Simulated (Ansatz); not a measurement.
## A computed series for La2O3: pressure series

Base system: La2O3 (space group P-3m1, No. 164; a = 3.9353 Å, c = 6.1263 Å).

Cell and atoms are relaxed at each pressure.

Method: r2SCAN (Ansatz, an electronic-structure program), no spin-orbit coupling.

```csv
change,volume per atom,electron mass,band gap,smallest direct gap
base,16.43 Å³,1.3 mₑ (at K),4.23 eV,4.35 eV
pressure −2 GPa,16.73 Å³,1.3 mₑ (at K),4.22 eV,4.34 eV
pressure −1 GPa,16.58 Å³,1.3 mₑ (at K),4.22 eV,4.34 eV
pressure 0.9 GPa,16.31 Å³,1.3 mₑ (at K),4.23 eV,4.35 eV
pressure 2.1 GPa,16.15 Å³,1.3 mₑ (at K),4.23 eV,4.35 eV
pressure 4.5 GPa,15.84 Å³,1.3 mₑ (at K),4.23 eV,4.34 eV
pressure 9 GPa,15.34 Å³,1.2 mₑ (at K),4.21 eV,4.33 eV
pressure 15 GPa,14.76 Å³,1.1 mₑ (at K),4.17 eV,4.32 eV
pressure 22.5 GPa,14.17 Å³,"1.1 mₑ along c, 1.0 mₑ across (at K)",4.11 eV,4.29 eV
pressure 30 GPa,13.68 Å³,"1.1 mₑ along c, 1.0 mₑ across (at K)",4.08 eV,4.27 eV
```

Load acts through the strain it causes; cell and atoms are relaxed under it. Effective masses come from finite differences of ±0.01 Å⁻¹. No phonon test of stability was made. Competing high-pressure phases were not computed.
